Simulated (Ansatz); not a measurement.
Cost and result by functional for the surface energy of the (110) surface of rock-salt PbSe in its 1x1 cell (cut with top plane Pb + Se, bottom plane Pb + Se), outermost plane spacing 2.20 Å in the ideal cut, in Ansatz (plane waves, PAW). Single points on the PBE structure, on one kind of machine; costs are rough ratios of the slab run's core time (references not counted) to the cheapest single point. r2SCAN's cost holds its higher cutoff (500 against 420 eV). Differences are taken against HSE06 for comparison alone: no measured value is at hand, so the table doesn't rank accuracy. HSE06 ran on a coarser k-mesh, which lowers its cost and carries part of its shift.

Set-up: 12 atoms, Pb6Se6, 11.0 Å thick at the start; mesh 6x4x1; 0.025 eV smearing; dipole correction on; all atoms relaxed; start symmetry kept, larger cells not searched; no spin, no spin-orbit, no U. These notes are the PBE run's.

| functional | relative cost | surface energy (J/m²) | less HSE06 (J/m²) |
|---|---|---|---|
| RPBE | 1 | 0.15 | -0.16 |
| LDA | 1 | 0.46 | 0.15 |
| PBEsol | 1 | 0.38 | 0.07 |
| r2SCAN | 2 | 0.33 | 0.02 |
| HSE06 | 20 | 0.31 | 0.00 |
| PBE (the relaxed run's value) | – | 0.27 | -0.04 |

The values span 0.31 J/m², while the single points' costs differ by a factor of roughly 20. Differences are of unrounded values.

Ansatz is an electronic-structure program.
